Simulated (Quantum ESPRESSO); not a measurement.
## Quick settings and what they miss: ZnPt (P4/mmm, 2 atoms in the cell)

Self-consistent single point.

```
CELL_PARAMETERS angstrom
      2.85485     0.00000     0.00000
      0.00000     2.85485     0.00000
      0.00000     0.00000     3.49945
ATOMIC_POSITIONS crystal
  Zn 0.50000 0.50000 0.50000
  Pt 0.00000 0.00000 0.00000
```

Computed with LDA (PZ), PSlibrary ultrasoft (LDA) pseudopotentials (plane waves; Quantum ESPRESSO 7.5).

Base settings: ecutwfc = 50 Ry; ecutrho = 500 Ry; occupations = smearing; smearing = marzari-vanderbilt; degauss = 0.019992 Ry; potentials = {Zn: Zn.pz-dn-rrkjus_psl.1.0.0.UPF, Pt: Pt.pz-n-rrkjus_psl.1.0.0.UPF}; K_POINTS = automatic 9 9 8 0 0 0; conv_thr = 1e-09 Ry; mixing_beta = 0.4.

Tight run (finer mesh or higher cutoff; not a proven limit): ecutwfc: 50 Ry → 70 Ry; ecutrho: 500 Ry → 700 Ry; conv_thr: 1e-09 Ry → 7.3e-11 Ry; K_POINTS: automatic 9 9 8 0 0 0 → automatic 13 13 11 0 0 0. It gave Fermi level (on the code's own zero) 14.84 eV; pressure -8.66 GPa.

Quick runs, as changes from the base:
- A: the base itself
- B: ecutwfc: 50 Ry → 25 Ry; ecutrho: 500 Ry → 250 Ry; smearing: marzari-vanderbilt → gaussian; conv_thr: 1e-09 Ry → 7.3e-05 Ry; K_POINTS: automatic 9 9 8 0 0 0 → automatic 8 8 8 0 0 0
- C: ecutwfc: 50 Ry → 30 Ry; ecutrho: 500 Ry → 300 Ry; conv_thr: 1e-09 Ry → 7.3e-05 Ry; pseudopotentials: {Zn: Zn.pz-dn-rrkjus_psl.1.0.0.UPF, Pt: Pt.pz-n-rrkjus_psl.1.0.0.UPF} → {Zn: Zn.pbe-dn-rrkjus_psl.1.0.0.UPF, Pt: Pt.pbe-n-rrkjus_psl.1.0.0.UPF}; K_POINTS: automatic 9 9 8 0 0 0 → automatic 1 1 1 0 0 0; input_dft: default → pbesol [PBEsol]
- D: ecutwfc: 50 Ry → 25 Ry; ecutrho: 500 Ry → 250 Ry; K_POINTS: automatic 9 9 8 0 0 0 → automatic 2 2 2 0 0 0
- E: ecutwfc: 50 Ry → 30 Ry; ecutrho: 500 Ry → 300 Ry; pseudopotentials: {Zn: Zn.pz-dn-rrkjus_psl.1.0.0.UPF, Pt: Pt.pz-n-rrkjus_psl.1.0.0.UPF} → {Zn: Zn.pbe-dn-rrkjus_psl.1.0.0.UPF, Pt: Pt.pbe-n-rrkjus_psl.1.0.0.UPF}; K_POINTS: automatic 9 9 8 0 0 0 → automatic 6 6 6 0 0 0; input_dft: default → pbesol [PBEsol]
- F: ecutwfc: 50 Ry → 40 Ry; ecutrho: 500 Ry → 400 Ry; conv_thr: 1e-09 Ry → 7.3e-06 Ry; pseudopotentials: {Zn: Zn.pz-dn-rrkjus_psl.1.0.0.UPF, Pt: Pt.pz-n-rrkjus_psl.1.0.0.UPF} → {Zn: Zn.pbe-dn-rrkjus_psl.1.0.0.UPF, Pt: Pt.pbe-n-rrkjus_psl.1.0.0.UPF}; K_POINTS: automatic 9 9 8 0 0 0 → automatic 2 2 2 1 1 1; input_dft: default → pbesol [PBEsol]

Energies are extrapolated to zero smearing width, which holds to low order in the width alone (under cold and Methfessel-Paxton smearing the free energy itself is taken).

Dashes: pressure of B, C, F, not trusted under this conv_thr with d or f elements; energy of C, E, F, another energy zero.

† marks runs with another functional, U, potentials or spin treatment: their distance from the tight run is not a convergence error alone.

The count of work is k-points × plane waves × bands × iterations; it is no time. 

The starting cell comes from a database of computed structures (which also holds hypothetical and non-ambient phases and stackings), without a prior relaxation at this level. Its lattice was rescaled by a random factor within 2.5 % of one. Spin polarisation is off. In the base run, with a pressure of about -10 GPa the cell is away from its equilibrium volume at this level.

```csv
run,energy less tight (meV/atom),pressure less tight (GPa),count of work / tight
A,27.4,-1.14,0.25
B,3097.3,–,0.044
C†,–,–,0.0011
D,3993.3,-179.73,0.0085
E†,–,-40.71,0.068
F†,–,–,0.0014
```

Among the runs at the tight run's level, the energy misses run from 27.4 to 3993.3 meV/atom.
